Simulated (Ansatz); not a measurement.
Base system: CuI in the zinc blende structure (space group F-43m, No. 216; a = 6.0793 Å).

Method: DFT with PBE, PAW potentials and a 420 eV plane-wave cutoff in Ansatz (a program for electronic structure), spin-orbit coupling left out.

Before the change:

Valley order: Γ 1.10 eV; L along ⟨111⟩ 2.13 eV; X along ⟨100⟩ 2.73 eV
Lattice parameter a: 6.079 Å

One thing is altered: cell and atoms relaxed at a pressure of 22.5 GPa.

Problem. What does the calculation give for the valley order and lattice parameter a after the change?

Solution. The valley order (the lowest conduction-band minima on the path, energy above the VBM, named in the base's zone) goes from Γ 1.10 eV; L along ⟨111⟩ 2.13 eV; X along ⟨100⟩ 2.73 eV to Γ 2.00 eV; X along ⟨100⟩ 2.07 eV; L along ⟨111⟩ 2.35 eV; the lattice parameter a falls by 0.540 Å, from 6.079 Å to 5.539 Å.

Spin-orbit coupling, missing from the scalar runs, can matter with I. The levels and masses belong to the bands next to the band gap. Load acts through the strain it causes; cell and atoms are relaxed under it. No phonon test of stability was made. Tetrahedral semiconductors of this kind turn to denser phases somewhere between about 1 and 50 GPa; those were not computed, so compressed cells here can lie past the real transition. The final runs are not spin-polarised.
